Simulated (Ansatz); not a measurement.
Take TeO₂ (space group P4_12_12, No. 92; a = 4.837 Å, c = 7.469 Å) as the base.

Computed with Kohn–Sham DFT with the PBEsol functional, run in Ansatz (a quantum-chemistry and plane-wave program) with PAW and 420 eV plane waves, no spin-orbit coupling.

For the base:

The volume per atom comes out as 14.56 Å³ and the c/a ratio is 1.544.

Perturbation: cell and atoms relaxed at a pressure of 10 GPa.

Question: Predict the new volume per atom.

Answer: The volume per atom falls by 1.90 Å³, from 14.56 Å³ to 12.66 Å³.

Question: What happens to the c/a ratio?

Answer: The c/a ratio grows by 0.0354, from 1.544 to 1.580.

Load acts through the strain it causes; cell and atoms are relaxed under it. Stability against distortions was not tested. No other phases were tried under pressure.
